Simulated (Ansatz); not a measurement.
**HgSe (model structure, started from the PtS type, P4₂/mmc, No. 131, 4 atoms in the cell): properties by level of theory**

```tsv
level (code)	equilibrium lattice constant a (Å)	lattice parameter c (Å)
PBE (Ansatz)	…	7.363
PBEsol (Ansatz)	…	…
PBE-D3(BJ) (Ansatz)	4.052	7.375
```

**Question.** Complete the blanks.

**Answer.** 
- PBE (Ansatz, a first-principles code), equilibrium lattice constant a (Å): 4.172
- PBEsol (Ansatz), equilibrium lattice constant a (Å): 4.044
- PBEsol (Ansatz), lattice parameter c (Å): 7.273

Ansatz's density-functional and Hartree–Fock values are scalar-relativistic unless marked +SOC, with PAW data made under PBE.

Static lattice: no zero-point or thermal effects.

A model structure was made by putting elements into a prototype or built by hand; it is no filed structure, need not be a known phase, and can be a saddle point held by its symmetry.
